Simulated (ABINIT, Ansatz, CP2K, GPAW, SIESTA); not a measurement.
# Code comparison for MgS (Fm-3m, 2 atoms in the cell)

Band-structure calculation.

```
CELL_PARAMETERS angstrom
      0.00000     2.58050     2.58050
      2.58050     0.00000     2.58050
      2.58050     2.58050     0.00000
ATOMIC_POSITIONS crystal
  Mg 0.00000 0.00000 0.00000
  S  0.50000 0.50000 0.50000
```

Shared settings, as Ansatz (a quantum-chemistry and plane-wave program) writes them: kpoints.mp_grid.grid = 9 9 9; scf.occupations.method = fermi_dirac; scf.occupations.width = 0.0007 Ry. Potentials and cutoffs stand in the table.

```json
[
 {"code": "GPAW", "model": "PBE, GPAW PAW datasets PBE (gpaw-data 1.0.1)", "gap along the path (eV)": "2.85", "smallest direct gap (eV)": "3.92", "cutoff": "800 eV"},
 {"code": "CP2K", "model": "PBE, GPW, DZVP-MOLOPT-SR-GTH basis, GTH-PBE potentials (GTH_POTENTIALS)", "gap along the path (eV)": "2.71", "smallest direct gap (eV)": "3.82", "cutoff": "grid 1000 Ry"},
 {"code": "ABINIT", "model": "PBE, norm-conserving pseudopotentials (PseudoDojo nc-sr-05 PBE standard)", "gap along the path (eV)": "2.84", "smallest direct gap (eV)": "3.91", "cutoff": "42 Ha"},
 {"code": "SIESTA", "model": "GGA PBE, numerical atomic orbitals TZP, PseudoDojo PBE standard norm-conserving potentials (rewritten from UPF to PSML)", "gap along the path (eV)": "2.69", "smallest direct gap (eV)": "3.96", "cutoff": "grid 350 Ry"},
 {"code": "Ansatz", "model": "PBE, default PAW files", "gap along the path (eV)": "2.84", "smallest direct gap (eV)": "3.92", "cutoff": "30.9 Ry"}
]
```

The spread over the programs that give each value: gap along the path within 0.16 eV; smallest direct gap within 0.14 eV.

CP2K and SIESTA use small atom-centred bases, whose incompleteness enters pressures, forces and empty levels differently from a plane-wave cutoff.

In the gap along the path, SIESTA stands apart from the plane-wave programs.

The starting cell has typed, rounded lattice constants, without a prior relaxation at this level. Its lattice was rescaled by a random factor within 2.5 % of one.

Left out of this page: Quantum ESPRESSO, Elk and FLEUR (not drawn, or without a comparable value).

Keys are those of Ansatz 0.2.
